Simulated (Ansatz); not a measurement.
AlN, response to strain

Start from AlN in the wurtzite structure (space group P6_3mc, No. 186; a = 3.089 Å, c = 4.943 Å). Axes: x lies along a and z along c of the hexagonal cell.

Strains are applied to the cell and any free atomic positions relax.

Level of theory: Kohn–Sham DFT with the LDA functional, run in Ansatz (a first-principles code) with PAW and 420 eV plane waves, without spin-orbit coupling.

Notes on the quantities. pressure: mean of the normal stresses, compression positive; energy relative to the base: free energy F.

| change | pressure | volume per atom | energy relative to the base |
|---|---|---|---|
| base | -0.1 kbar | 10.21 Å³ | 0 meV/atom |
| uniaxial strain ε_zz = +0.60 % | -11.8 kbar | 10.27 Å³ | +0.5 meV/atom |
| uniaxial strain ε_zz = +1.20 % | [?] | 10.33 Å³ | [?] |
| uniaxial strain ε_zz = +1.80 % | -34.4 kbar | 10.39 Å³ | +3.8 meV/atom |
| uniaxial strain ε_zz = +2.40 % | -45.3 kbar | 10.46 Å³ | +6.8 meV/atom |
| uniaxial strain ε_zz = +3.00 % | -55.9 kbar | 10.52 Å³ | +11 meV/atom |

**Question.** Fill in the withheld entries from the trend.

**Answer.** 
- uniaxial strain ε_zz = +1.20 %, pressure: -23.3 kbar
- uniaxial strain ε_zz = +1.20 %, energy relative to the base: +1.7 meV/atom

No phonon test of stability was made.
